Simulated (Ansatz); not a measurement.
Take MgTe in the wurtzite structure (space group P6_3mc, No. 186; a = 4.561 Å, c = 7.413 Å) as the base.

Computed with Ansatz (a first-principles code) PBEsol, no spin-orbit coupling.

For the base:

The lattice parameter a is 4.561 Å.

Perturbation: every Te is replaced by O; the structure is relaxed again.

Tabulated Pauling electronegativity and covalent radius: Te 2.10, 1.38 Å; O 3.44, 0.66 Å.

Task: How does this affect the lattice parameter a?

Result: The lattice parameter a decreases by 1.259 Å to 3.302 Å.

No phonon test of stability was made. For MgO in this form, whether it has been made was not checked. This is not the structure that MgO has at room temperature and ambient pressure.
